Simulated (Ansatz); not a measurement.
Zr2Ge (model structure, started from the Ni2In type, P6₃/mmc, No. 194, 6 atoms in the cell): properties by level of theory

```tsv
level (code)	lattice constant a (Å)	c axis length (Å)	formation enthalpy (eV/atom)
PBE (Ansatz)	4.868	5.747	-0.594
PBEsol (Ansatz)	4.809	5.671	(withheld)
PBE-D3(BJ) (Ansatz)	4.808	5.674	-0.673
```

What belongs in the gaps?


- PBEsol (Ansatz, a quantum-chemistry and plane-wave program), formation enthalpy (eV/atom): -0.667

Ansatz's density-functional and Hartree–Fock values are scalar-relativistic unless marked +SOC, with PAW data made under PBE.

Computed values are for the static lattice.

A model structure was made by putting elements into a prototype or built by hand; it is no filed structure, need not be a known phase, and can be a saddle point held by its symmetry.
